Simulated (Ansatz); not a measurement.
We consider CaZrN₂ (R-3m, No. 166, 4 atoms in the cell; start mp-1029267), described by LDA (Ansatz, a program for electronic structure, PAW).

Numerical settings: plane-wave cutoff 520 eV, 12×12×12 k mesh, scalar-relativistic PAW data made under PBE.

Computed at the level's own relaxed cell.

Hill averages of the elastic tensor: K = 187.6 GPa, G = 140.0 GPa. Volume 12.674 Å³/atom, mean atomic mass 39.829 u.

Problem. Work out the density, the sound velocities of a polycrystal and the elastic Debye temperature at this level.

Solution. ρ = 1.66054 × 39.829/12.674 = 5.218 g/cm³. v_l = √[(K + 4G/3)/ρ] = 8.469 km/s and v_t = √(G/ρ) = 5.180 km/s. The mean follows from 3/v_m³ = 1/v_l³ + 2/v_t³: v_m = 5.719 km/s. Θ_D = (ħ/k_B) v_m (6π²/V)^(1/3) = 76.38 K Å s/km × 5.719 × 1.6718 Å⁻¹ = 730 K, counting all atoms of the cell.

Note: the relaxation could not lower the start's symmetry, so the cell can be a saddle point above a distorted one.

A start named mp-… is a Materials Project structure, which need not be a measured phase.
